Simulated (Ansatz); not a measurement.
# Response to strain in hypothetical cubic perovskite CsVO3

The reference is CsVO3 in the cubic perovskite structure (space group Pm-3m, No. 221; a = 3.965 Å; a hypothetical phase, not in the database extracts checked). Axes: x, y, z lie along the cube axes.

Strains are applied to the cell and any free atomic positions relax; under biaxial strain the out-of-plane vector relaxes too; under stress the whole cell relaxes.

All numbers come from r2SCAN, PAW, 500 eV (Ansatz, a first-principles code; spin-orbit coupling left out).

Notes on the quantities. pressure: mean of the normal stresses, compression positive; energy relative to the base: free energy F.

```tsv
case	pressure	energy relative to the base	volume per atom
base	0.0 GPa	0 meV/atom	12.47 Å³
biaxial strain −1.56 %, plane normal [111], relaxed out of plane	4.5 GPa	+7.9 meV/atom	12.17 Å³
biaxial strain +2.31 %, plane normal [111], relaxed out of plane	-5.7 GPa	+16 meV/atom	12.93 Å³
isotropic strain −5.12 %	38.5 GPa	+189 meV/atom	10.65 Å³
isotropic strain −0.74 %	4.00 GPa	+3.4 meV/atom	12.19 Å³
isotropic strain +0.98 %	-4.66 GPa	+5.5 meV/atom	12.84 Å³
uniaxial stress, 2 GPa tension along z	–	+0.8 meV/atom	12.52 Å³
tensor shear ε_xz = −1.41 %	0.1 GPa	+4.4 meV/atom	12.47 Å³
```

Stability under load was not tested beyond the relaxation. Starting moments died away, wholly or in part, for the base; another magnetic solution may exist. No Hubbard U is applied, and correlation can decide whether such a compound is a metal. The final runs are not spin-polarised. Many cubic perovskites are stable only at high temperature; tilts and polar distortions were not tested.
